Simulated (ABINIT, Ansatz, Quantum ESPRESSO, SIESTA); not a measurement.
# One structure in several programs: V₂OF₅ (C2, 8 atoms in the cell)

Self-consistent single point.

```
V2OF5
1.0
    4.23736    -2.43783     0.00000
    4.23736     2.43783     0.00000
   -0.12700     0.00000     4.58513
V O F
2 1 5
Direct
  0.66974   0.64368   0.23573
  0.35632   0.33026   0.76427
  0.62101   0.37899   0.00000
  0.35945   0.64055   0.50000
  0.00169   0.36167   0.49874
  0.63833   0.99831   0.50126
  0.35915   0.00077   0.99684
  0.99923   0.64085   0.00316
```
Moments meant for the start (each program seeds them in its own way; μB, in the order of the atoms V V O F F F F F): 2.0 2.0 0.0 0.0 0.0 0.0 0.0 0.0.

Shared settings, as Ansatz (a first-principles code) writes them: kpoints.mp_grid.grid = 2 2 2; scf.occupations.method = fermi_dirac; scf.occupations.width = 0.01 eV. Potentials and cutoffs stand in the table.

| code | model | pressure (GPa) | largest force (eV/Å) | size of the net moment (μB/atom) | cutoff |
|---|---|---|---|---|---|
| Ansatz | PBEsol, PAW files made with PBE | -7.04 | 0.431 | 0.37 | default |
| Quantum ESPRESSO | PBEsol, PseudoDojo standard norm-conserving (PBESOL) pseudopotentials | -6.86 | 0.455 | 0.38 | 85 Ry |
| SIESTA | GGA PBEsol, numerical atomic orbitals TZP, PseudoDojo PBEsol standard norm-conserving potentials (rewritten from UPF to PSML) | -10.96 | 0.299 | 0.38 | grid 350 Ry |
| ABINIT | PBEsol, PAW (JTH v2.0 PBE PAW, files made for PBE) | -6.23 | 0.316 | 0.37 | 30 Ha |

Size of the force on each atom (eV/Å): Sizes of forces hide their directions.

```csv
code,V1,V2,O3,F4,F5,F6,F7,F8
Ansatz,0.335,0.335,0.431,0.100,0.257,0.257,0.216,0.216
Quantum ESPRESSO,0.338,0.338,0.455,0.114,0.271,0.271,0.226,0.226
SIESTA,0.270,0.270,0.299,0.065,0.240,0.240,0.184,0.184
ABINIT,0.193,0.193,0.316,0.064,0.217,0.217,0.183,0.183
```

On Ansatz's run: the magnetic order is the one reached from the typed start; others were not searched systematically.

The spread over the programs that give each value: pressure within 4.73 GPa; largest force within 0.156 eV/Å; size of the net moment within 0.01 μB/atom.

SIESTA uses small atom-centred bases, whose incompleteness enters pressures, forces and empty levels differently from a plane-wave cutoff. Ansatz's pressure is given at a fixed set of plane waves, as the other plane-wave codes print theirs; with its correction for the finite basis it is -6.47 GPa (the shift of 0.57 GPa shows how far the cutoff is from converged). In the pressure, SIESTA (by 4.10) lies more than 1 GPa from the median of the plane-wave programs. In the force vectors, SIESTA (by 0.132) and ABINIT (by 0.152) lie more than 0.08 eV/Å from the median of the plane-wave programs.

On the base mesh (3 3 3) the same programs gave: Ansatz pressure -7.22 GPa; Quantum ESPRESSO pressure -7.04 GPa; ABINIT pressure -6.42 GPa; SIESTA pressure -11.14 GPa.

The starting cell comes from a database of computed structures (which also holds hypothetical and non-ambient phases and stackings), without a prior relaxation at this level.

Keys are those of Ansatz 0.2.
